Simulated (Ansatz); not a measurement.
# Bi2SiO5 (Cmc2₁, No. 36, 16 atoms in the cell; start mp-28144)

These are PBEsol+SOC in Ansatz (PAW) values and carry that method's errors.

Numerical settings: plane-wave cutoff 520 eV, 8×8×6 k mesh (along the axes of the cell as run), Fermi–Dirac smearing 0.01 eV, PAW data made under PBE.

Cell (relaxed with PBEsol):

Bi2O5Si has the orthorhombic space group Cmc2₁ (No. 36), Pearson symbol oS32. Lattice parameters: a = 15.171 Å, b = 5.481 Å, c = 5.327 Å, α = β = γ = 90.00°. Si on 4a is coordinated by 4 O at 1.616–1.671 Å (tetrahedral). Bi on 8b has 3 O at 2.180–2.305 Å and 3 O at 2.471–2.514 Å. O1 on 8b is coordinated by 3 Bi at 2.180–2.305 Å and 1 Bi at 2.490 Å (tetrahedral). O2 on 8b is surrounded by 1 Si at 1.616 Å and 2 Bi at 2.471–2.514 Å. O3 on 4a is coordinated by 2 Si at 1.661–1.671 Å. (Neighbours: up to the widest gap in distance over summed covalent radii, below 1.35, at either atom; cation-cation and far metal-metal contacts left out.)
(The calculation used a cell of 16 atoms; values per cell refer to that cell.)

| Property | Result |
|---|---|
| band gap | 2.37 eV (indirect) |
| smallest direct gap on the k points sampled | 2.49 eV |

Note: cell and atoms aren't relaxed at this level (largest force component 0.13 eV/Å, pressure 0.3 GPa).

The computed numbers hold no vibrational or temperature effects.

Cost on a shared machine: about 50 core-minutes (a rough figure).

A start named mp-… is a Materials Project structure, which need not be a measured phase.

Ansatz is a first-principles code.
